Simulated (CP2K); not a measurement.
Input and output of a self-consistent single point for CaS (Fm-3m, 2 atoms in the cell) (CP2K).

Computed with PBE, GPW, DZVP-MOLOPT-SR-GTH basis, GTH-PBE potentials (GTH_POTENTIALS) run with CP2K.

```
CaS
1.0
    4.02344     0.00000     0.00000
    2.01172     3.48440     0.00000
    2.01172     1.16147     3.28512
Ca S
1 1
Direct
  0.00000   0.00000   0.00000
  0.50000   0.50000   0.50000
```

Reference input (self-consistent single point, DFT PBE, GPW, DZVP-MOLOPT-SR-GTH basis, GTH-PBE potentials (GTH_POTENTIALS)): CUTOFF = 500 Ry; REL_CUTOFF = 50 Ry; SMEAR/METHOD = FERMI_DIRAC; ELECTRONIC_TEMPERATURE = 232.09 K; KPOINTS/SCHEME = MACDONALD 10 10 10 0.05 0.05 0.05; XC_FUNCTIONAL = PBE; Ca/BASIS_SET = DZVP-MOLOPT-SR-GTH-q10; Ca/POTENTIAL = GTH-PBE-q10; S/BASIS_SET = DZVP-MOLOPT-SR-GTH-q6; S/POTENTIAL = GTH-PBE-q6; METHOD = GPW; EPS_DEFAULT = 1e-10. This run's input differs from it in these lines:

```diff
@@ -40,3 +40,3 @@
     &KPOINTS
-      SCHEME MACDONALD 10 10 10 0.05 0.05 0.05
+      SCHEME MACDONALD 4 4 4 0.125 0.125 0.125
     &END KPOINTS
```

Log, with long lists cut:

```
 SCF WAVEFUNCTION OPTIMIZATION

  Step     Update method      Time    Convergence         Total energy    Change
     1 NoMix/Diag. 0.20E+00      -     1.92339857       -47.2330555144 -4.72E+01
     2 Broy./Diag. 0.20E+00      -     0.02376869       -46.6265794745  6.06E-01
     3 Broy./Diag. 0.20E+00      -     0.07957152       -46.8794996600 -2.53E-01
     4 Broy./Diag. 0.20E+00      -     0.00612214       -47.0699027112 -1.90E-01
     5 Broy./Diag. 0.20E+00      -     0.00319872       -47.0954528686 -2.56E-02
     6 Broy./Diag. 0.20E+00      -     0.00089761       -47.0977491585 -2.30E-03
   [... 2 lines left out ...]
     9 Broy./Diag. 0.20E+00      -     0.00008934       -47.0897803067 -9.11E-04
    10 Broy./Diag. 0.20E+00      -     0.00000553       -47.0901161796 -3.36E-04
    11 Broy./Diag. 0.20E+00      -     0.00000416       -47.0901533946 -3.72E-05
    12 Broy./Diag. 0.20E+00      -     0.00000032       -47.0901612308 -7.84E-06
  *** SCF run converged in    12 steps ***

  Overlap energy of the core charge distribution:               0.00000000000000
  Self energy of the core charge distribution:                -96.51155147135613
  Core Hamiltonian energy:                                     22.47658291382535
  Hartree energy:                                              34.42679573827272
  Exchange-correlation energy:                                 -7.48198841157231
  Electronic entropic energy:                                  -0.00000000000000
  Fermi energy:                                                 0.24354689989731

  Total energy:                                               -47.09016123083036
  Total energy (extrapolated to T->0):                        -47.09016123083036

   [... lines left out ...]

 STRESS| Analytical stress tensor [bar]
 STRESS|                        x                   y                   z
 STRESS|      x        1.53942733785E+04   7.87619613660E-02   5.56931306597E-02
 STRESS|      y        7.87619613660E-02   1.53943276237E+04   9.61842826637E-02
 STRESS|      z        5.56931306597E-02   9.61842826637E-02   1.53942595279E+04
 STRESS| 1/3 Trace                                             1.53942868434E+04
```

The run converged in 12 iterations. Against the reference run the free energy rises by 6.0 meV/atom, the pressure goes from 1.43 to 1.54 GPa and the gap on the mesh goes from 2.420 to 2.409 eV.

The starting cell has typed, rounded lattice constants, without a prior relaxation at this level. Values carry the incompleteness of an atom-centred basis.
